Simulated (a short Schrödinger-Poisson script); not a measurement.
System: gated Al0.4Ga0.6N/GaN polarisation-induced gas, at 20 K.

```
layer     material  thickness (nm)  Na (cm⁻³)
-----  -----------  --------------  ---------
1      Al0.4Ga0.6N              10          -
2              GaN            6000       1e14
```

The device is made up for the run: typed textbook-type constants, with dimensions and the other settings drawn at random. Al0.4Ga0.6N: permittivity 9.26, conduction-band edge (eV) 0.58, gap (eV) 4.258, electron mass (mₑ) 0.248, Nv at 300 K (cm⁻³) 4.6e19. GaN: permittivity 9.5, conduction-band edge (eV) 0, gap (eV) 3.43, Nv at 300 K (cm⁻³) 4.6e19.

Channel valleys (confinement mass, in-plane density-of-states mass, number): Γ 0.2, 0.2, 1. At the gate the conduction-band edge of layer 1 lies 1.36 eV − eVg above the Fermi level of the channel; the field vanishes at the back. Sheet of polarisation charge: +2e13 e/cm² at 10 nm from the gate. The barrier under the gate holds no holes. Gaps are held at their typed values at every temperature. Mesh 0.08 nm at interfaces.

Solved with a short Schrödinger-Poisson script written for these runs: 1D Poisson equation in equilibrium, electrons quantum, Hartree plus LDA exchange-correlation (BenDaniel-Duke, 40 states a valley, the channel's in-plane mass for all, wave functions free to enter the barrier), parabolic valleys, classical holes, full ionisation, no traps, pinning or gate leakage.

The same stack at other levels of the model or other numerical settings:

```json
[
 {"run": "base", "sheet density of all electrons at Vg = 0.5 V (cm⁻²)": "1.63e13", "sheet density of all electrons at Vg = -2 V (cm⁻²)": "4.72e12", "capacitance at Vg = 0.5 V (μF/cm²)": "0.760", "centroid of the channel electrons at Vg = 0.5 V (nm)": "1.56", "rough cost against the base": "about 1"},
 {"run": "electrons treated as classical, Boltzmann", "sheet density of all electrons at Vg = 0.5 V (cm⁻²)": "1.83e13", "sheet density of all electrons at Vg = -2 V (cm⁻²)": "[?]", "capacitance at Vg = 0.5 V (μF/cm²)": "0.813", "centroid of the channel electrons at Vg = 0.5 V (nm)": "0.12", "rough cost against the base": "0.009"},
 {"run": "electrons treated as classical, Fermi-Dirac", "sheet density of all electrons at Vg = 0.5 V (cm⁻²)": "1.61e13", "sheet density of all electrons at Vg = -2 V (cm⁻²)": "4.77e12", "capacitance at Vg = 0.5 V (μF/cm²)": "0.734", "centroid of the channel electrons at Vg = 0.5 V (nm)": "1.50", "rough cost against the base": "0.05"},
 {"run": "electrons treated as quantum, Hartree", "sheet density of all electrons at Vg = 0.5 V (cm⁻²)": "1.60e13", "sheet density of all electrons at Vg = -2 V (cm⁻²)": "4.55e12", "capacitance at Vg = 0.5 V (μF/cm²)": "0.756", "centroid of the channel electrons at Vg = 0.5 V (nm)": "[?]", "rough cost against the base": "0.5"},
 {"run": "mesh six times as coarse", "sheet density of all electrons at Vg = 0.5 V (cm⁻²)": "1.63e13", "sheet density of all electrons at Vg = -2 V (cm⁻²)": "4.71e12", "capacitance at Vg = 0.5 V (μF/cm²)": "0.761", "centroid of the channel electrons at Vg = 0.5 V (nm)": "1.51", "rough cost against the base": "0.3"},
 {"run": "one subband a valley", "sheet density of all electrons at Vg = 0.5 V (cm⁻²)": "1.62e13", "sheet density of all electrons at Vg = -2 V (cm⁻²)": "4.72e12", "capacitance at Vg = 0.5 V (μF/cm²)": "0.753", "centroid of the channel electrons at Vg = 0.5 V (nm)": "[?]", "rough cost against the base": "0.2"}
]
```

**Question.** Some entries are withheld; supply them.

**Answer.** 
- electrons treated as quantum, Hartree, centroid of the channel electrons at Vg = 0.5 V (nm): 1.71
- one subband a valley, centroid of the channel electrons at Vg = 0.5 V (nm): 1.29
- electrons treated as classical, Boltzmann, sheet density of all electrons at Vg = -2 V (cm⁻²): 5.59e12

The classical rows ignore confinement, and Boltzmann statistics overrate the density once the band edge passes the Fermi level.
